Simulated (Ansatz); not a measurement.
The parent structure is KF in the rock salt structure (space group Fm-3m, No. 225; a = 5.3183 Å). Axes: x, y, z lie along the cube axes.

Level of theory: r2SCAN in Ansatz (plane waves to 500 eV, PAW, scalar-relativistic without spin-orbit coupling).

Free-standing slabs (2 atom(s) a layer) normal to the z axis with 15 Å of vacuum; in-plane cell held at bulk.

One change was made to it. Results:

```json
[
 {"quantity": "gap character", "base": "–", "after": "direct at Γ"},
 {"quantity": "band gap", "base": "6.91 eV", "after": "6.04 eV"}
]
```

Question: What was done to the base?
A) 1 layer
B) 4 layers
C) 2 layers

Answer: B, 4 layers. For comparison, the band gap in the other runs: 1 layer gives 5.64 eV; 2 layers gives 5.91 eV.

No phonon test of stability was made. Labels are those of the standard path for the cell's own space group.

Ansatz is a quantum-chemistry and plane-wave program.
